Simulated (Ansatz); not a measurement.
The reference is Zr₃N₄ (space group I-43d, No. 220; a = 6.7027 Å).

Method: Ansatz (a program for electronic structure), PBEsol, PAW, cutoff 420 eV, no spin-orbit coupling.

One change was made to it. Results:

```tsv
quantity	base	after
band gap	0.75 eV	0.78 eV
density	7.27 g/cm³	7.32 g/cm³
width of the top valence band	1.32 eV	1.31 eV
```

Task: Which of these changes matches the shifts?
(A) pressure 10 GPa
(B) pressure 5 GPa
(C) pressure 1.5 GPa

Result: C, pressure 1.5 GPa. For comparison, the density in the other runs: pressure 5 GPa gives 7.41 g/cm³; pressure 10 GPa gives 7.54 g/cm³.

Load acts through the strain it causes; cell and atoms are relaxed under it. Whether these cells are dynamically stable was not tested. Competing high-pressure phases were not computed.
